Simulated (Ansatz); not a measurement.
An Ansatz (a program for electronic structure) run: BP with a change (biaxial strain +0.50 %, plane normal [001], relaxed out of plane); r2SCAN (Ansatz, PAW, no SOC).

Input:

Ansatz 0.2 input:
```yaml
crystal:
  lattice:
    - [3.2238711449, 0, 0]
    - [0, 3.2238711449, 0]
    - [1.6119355725, -1.6119355725, 2.2626090501]
  atoms:
    - { symbol: B, position: [0, 0, 0] }
    - { symbol: P, position: [0.75, 0.75, 0.5] }
basis: { ecutwfc: 500, ecutrho_ratio: 4, xc_grid: 4, fft_grid_basis: typed }
kpoints: { mp_grid: { grid: [12, 12, 12] } }
hamiltonian:
  xc: r2scan
  dispersion: none
  pseudopotentials: { kind: paw }
scf: { occupations: { method: fermi_dirac, width: 0.05 } }
relax: { f_tol: 0.005, max_steps: 50, cell: { stress_tol: 0.01, fix: [a, b, gamma] } }
output: { forces: true, stress: true }
checkpoint: { write: state.ck, write_every: 1000 }
```

Output (explanatory and most iteration lines left out):

```
Relaxation: its limit of steps is 50 (relax.max_steps)
Pseudopotential: B, paw, valence charge 3
Pseudopotential: P, paw, valence charge 5
Crystal: 2 atoms, lattice volume = 23.516 Å³
Basis set: ecut = 500 eV, 609 PW (Γ), exchange–correlation on 96×96×96 points (64 copies of the dense FFT grid, shifted against one another)
Bands: 8, of which v1, the nominal top of the filled ones, is band 4 counted from 1 (3 counted from 0)
Symmetry: 8 space group operations
Space group: I-4m2 (ITA 119), of the structure as read, at distance tolerance 2.9e-5 Å
k-points: 163 of 1728 (time reversal used)
Functional: x = r2scan, c = r2scan; τ floored in thin density (d = 2e-4 eV/Å³)
SCF iter   1: F=—  HF=-916.650393 eV  |F-HF|=—  |Δ(HF+E_count)|=         —  Δρ=4.40e-3  dr2=2.33e-3  dr2_τ=1.28e-1  ethr=1.77e-3  ⟨swp⟩=6.1  Hψ=12375  notcnv=0
SCF iter   2: F=—  HF=-916.685835 eV  |F-HF|=—  |Δ(HF+E_count)|=   3.54e-2  Δρ=2.92e-3  dr2=9.36e-4  dr2_τ=3.96e-5  ethr=2.92e-5  ⟨swp⟩=2.1  Hψ=3939  notcnv=0
SCF 1 converged in 6 iterations: F = -916.685917 eV  dr2 = 5.93e-9
relax step   1: F+E_penalty+E_count = -916.68591669 eV  Δ(F+E_penalty+E_count) = +0.000e0 eV  max|allowed force component| = 3.469e-17 eV/Å  Δτ_max = 0.0000 Å  P = -1.254 GPa  Ω = 23.516 Å³  fix = [a, b, gamma]  reactions: a -1.961, b -1.961 GPa  (6 SCF iters, dr2 threshold 1.00e-7 eV, accepted)
[... steps on the carried basis left out ...]
relax step   3: F+E_penalty+E_count = -916.68592073 eV  Δ(F+E_penalty+E_count) = +7.707e-8 eV  max|allowed force component| = 1.492e-16 eV/Å  Δτ_max = 0.0000 Å  P = -1.328 GPa  Ω = 23.527 Å³  energy of the carried Pulay correction = -1.336e-6 eV  fix = [a, b, gamma]  reactions: a -1.992, b -1.992 GPa  (3 SCF iters, dr2 threshold 7.20e-10 eV, accepted)
Crystal: 2 atoms, lattice volume = 23.527 Å³
SCF iter   1: F=—  HF=-916.685922 eV  |F-HF|=—  |Δ(HF+E_count)|=         —  Δρ=2.16e-6  dr2=7.55e-10  dr2_τ=5.55e-11  ethr=5.95e-7  ⟨swp⟩=3.3  Hψ=16299  notcnv=0
SCF iter   2: F=—  HF=-916.685922 eV  |F-HF|=—  |Δ(HF+E_count)|=   2.21e-8  Δρ=1.11e-6  dr2=1.53e-10  dr2_τ=7.66e-12  ethr=9.44e-12  ⟨swp⟩=3.3  Hψ=2541  notcnv=0
SCF 4 converged in 4 iterations: F = -916.685922 eV  dr2 = 7.47e-13
SCF converged after 4 iterations
Free energy (F): -916.685922 eV
Internal energy: -916.685922 eV  (E = F + TS)
E sigma→0 (E₀):  -916.685922 eV
Fermi energy:    9.828051 eV
--- Forces (eV/Å), atoms counted from 1 ---
  atom   1  B     -0.00000000    -0.00000000     0.00000000
  atom   2  P      0.00000000     0.00000000    -0.00000000
--- Stress (GPa, compression-positive) ---
       -1.992555      -0.000000       0.000000
       -0.000000      -1.992555      -0.000000
        0.000000      -0.000000       0.000529
  P = ⅓ Tr σ = -1.3282 GPa (-13.282 kbar)
--- Relaxed structure (3 steps of the walk, 3 accepted, 1 SCFs on fresh bases) ---
  cell:  # Å, volume = 23.5268 Å³
    - [3.2238711449, 1.967802507610094e-22, -3.562120574841633e-11]
    - [1.9678285538826205e-22, 3.2238711449, 3.562120578505983e-11]
    - [1.6119355724750113, -1.6119355724750113, 2.263637489913748]
  atoms:
    - { symbol: B, position: [4.648671884505804e-34, 4.291999631915383e-35, 1.1570982703473271e-34] }
    - { symbol: P, position: [0.75, 0.75, 0.5] }
```

Stability against distortions was not tested. The cell was made from BP in the zinc blende structure (space group F-43m, No. 216) by this change: biaxial strain +0.50 %, plane normal [001], relaxed out of plane.
